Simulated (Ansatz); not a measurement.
Input and output of a relaxation of cell and atoms for MnCu4Sn (F-43m, 6 atoms in the cell) (Ansatz, an electronic-structure program).

Level of theory: PBEsol, PAW files made with PBE (plane waves; Ansatz).

```
MnCu4Sn
1.0
    0.00000     3.49673     3.49673
    3.49673     0.00000     3.49673
    3.49673     3.49673     0.00000
Mn Cu Sn
1 4 1
Direct
  0.75000   0.75000   0.75000
  0.37550   0.37550   0.37550
  0.87350   0.37550   0.37550
  0.37550   0.37550   0.87350
  0.37550   0.87350   0.37550
  0.00000   0.00000   0.00000
```
Moments meant for the start (each program seeds them in its own way; μB, in the order of the atoms Mn Cu Cu Cu Cu Sn): 4.0 0.0 0.0 0.0 0.0 0.0.

Reference input (self-consistent single point, DFT, PBEsol, plane waves, PAW files made with PBE): kpoints.mp_grid.grid = 5 5 5; hamiltonian.xc = pbesol; hamiltonian.pseudopotentials = {kind: paw} (the program's default PAW files); magnetization.spin_polarized = true; scf.occupations.method = fermi_dirac; scf.occupations.width = 0.1 eV. This run's input differs from it in these lines:

```diff
@@ -22,2 +22,4 @@
   occupations: { method: fermi_dirac, width: 0.1 eV }
+relax:
+  cell: {}
 output:
```

Output (repeated stretches shortened):

```
   [... SCF lines of the steps left out ...]
relax step   1: F+E_penalty+E_count = -36173.29743427 eV  Δ(F+E_penalty+E_count) = +0.000e0 eV  max|allowed force component| = 1.292e-2 eV/Å  Δτ_max = 0.0000 Å  P = -5.989 GPa  Ω = 85.510 Å³  (15 SCF iters, dr2 threshold 1.00e-7 eV, accepted)
relax step   2: F+E_penalty+E_count = -36173.38097805 eV  Δ(F+E_penalty+E_count) = -8.354e-2 eV  max|allowed force component| = 1.495e-2 eV/Å  Δτ_max = 0.0004 Å  P = -1.378 GPa  Ω = 82.061 Å³  energy of the carried Pulay correction = +2.164e-3 eV  [...]
relax step   3: F+E_penalty+E_count = -36173.38541861 eV  Δ(F+E_penalty+E_count) = -4.441e-3 eV  max|allowed force component| = 3.558e-3 eV/Å  Δτ_max = 0.0007 Å  P = +0.160 GPa  Ω = 81.085 Å³  energy of the carried Pulay correction = +2.792e-3 eV  [...]
relax step   4: F+E_penalty+E_count = -36173.38540544 eV  Δ(F+E_penalty+E_count) = +1.318e-5 eV  max|allowed force component| = 1.154e-3 eV/Å  Δτ_max = 0.0002 Å  P = -0.003 GPa  Ω = 81.185 Å³  energy of the carried Pulay correction = +2.728e-3 eV  [...]
relax step   5: F+E_penalty+E_count = -36173.38259227 eV  Δ(F+E_penalty+E_count) = +2.813e-3 eV  max|allowed force component| = 1.109e-3 eV/Å  Δτ_max = 0.0000 Å  P = +0.002 GPa  Ω = 81.185 Å³  stress off target by 2.06e-3 GPa  SCF on the basis [...]
basis re-selected at this cell: Δ(F+E_penalty+E_count) = +2.813e-3 eV, ΔP = +0.005 GPa vs the last step
the relaxation is at rest under the 24 symmetry operations that the run kept from its start: a minimum is not shown …
the relaxation's final electronic state is not compared with the one that a single-point calculation of its input finds at the relaxed geometry …
Magnetization: 4.5045 μB (54.7522 up, 50.2478 down)
   [... lines left out ...]
Absolute magnetization: 4.5589 μB (∫|ρ↑−ρ↓|, with the PAW one-centre terms)
Free energy (F): -36173.382592 eV
Fermi energy:    16.316689 eV
  cell:  # Å, volume = 81.1851 Å³
   [... lines left out ...]
    - { symbol: Cu, position: [0.8733942370513434, 0.375535254316219, 0.37553525431621904] }
    - { symbol: Cu, position: [0.375535254316219, 0.375535254316219, 0.8733942370513434] }
    - { symbol: Cu, position: [0.375535254316219, 0.8733942370513434, 0.37553525431621904] }
    - { symbol: Sn, position: [9.68944309036942e-21, -1.1627331708441988e-20, -7.751554472295185e-21] }
```

The run converged. 

Summary of the result:
- Free energy E − TS (on the zero of these files): -36173.3826 eV
- Fermi level (on the code's own zero): 16.32 eV
- Pressure: 0.00 GPa
- Largest force (vector length): 0.002 eV/Å
- Size of the cell's spin moment: 4.50 μB
- Final cell: a = b = c = 4.8603 Å, α = β = γ = 60.00°
- Final volume per atom: 13.53 Å³
- Relaxation steps: 5

The starting cell comes from a database of computed structures (which also holds hypothetical and non-ambient phases and stackings), without a prior relaxation at this level. With one magnetic atom in the cell only a parallel order is possible. The relaxation keeps the symmetry of its start, so its end need not be a minimum. Ansatz's pressure includes its estimate of the finite-basis (Pulay) stress.

Cost on one core of a shared machine: roughly 80 s.

Keys are those of Ansatz 0.2.
